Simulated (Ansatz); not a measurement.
# (Si)6/(Ge)2 zinc blende (001) superlattice on Si

A (001) superlattice of 6 double layers of Si and 2 of Ge (both in the zinc blende type), in-plane lattice that of Si; the cell holds Si12Ge4.

Computed with PBE (plane waves to 420 eV, PAW; Ansatz, an electronic-structure program). Spin–orbit coupling is left out; PBE gaps are too small against experiment. Its k-point mesh 8×8×2, Fermi–Dirac width 0.01 eV.

```
Quantity                                                                               Value
---------------------------------------------------------------------  ---------------------
period                                                                               22.34 Å
in-plane lattice vector                                                              3.869 Å
strain of bulk Ge held on this lattice, in plane and along the normal  -5.03 %, then +3.50 %
PBE gap of the superlattice over the mesh and listed points off it                   0.38 eV
```

```yaml
crystal:
  lattice:
    - [3.86904, 0.00000, 0.00000]
    - [0.00000, 3.86904, 0.00000]
    - [0.00000, 0.00000, 22.33553]
  atoms:
    - { symbol: Si, position: [0.00000, 0.00000, 0.99974] }
    - { symbol: Si, position: [0.50000, 0.00000, 0.06071] }
    - { symbol: Si, position: [0.50000, 0.50000, 0.12196] }
    - { symbol: Si, position: [0.00000, 0.50000, 0.18317] }
    - { symbol: Si, position: [0.00000, 0.00000, 0.24438] }
    - { symbol: Si, position: [0.50000, 0.00000, 0.30558] }
    - { symbol: Si, position: [0.50000, 0.50000, 0.36678] }
    - { symbol: Si, position: [0.00000, 0.50000, 0.42797] }
    - { symbol: Si, position: [0.00000, 0.00000, 0.48918] }
    - { symbol: Si, position: [0.50000, 0.00000, 0.55039] }
    - { symbol: Si, position: [0.50000, 0.50000, 0.61164] }
    - { symbol: Si, position: [0.00000, 0.50000, 0.67261] }
    - { symbol: Ge, position: [0.00000, 0.00000, 0.73626] }
    - { symbol: Ge, position: [0.50000, 0.00000, 0.80296] }
    - { symbol: Ge, position: [0.50000, 0.50000, 0.86939] }
    - { symbol: Ge, position: [0.00000, 0.50000, 0.93609] }
```
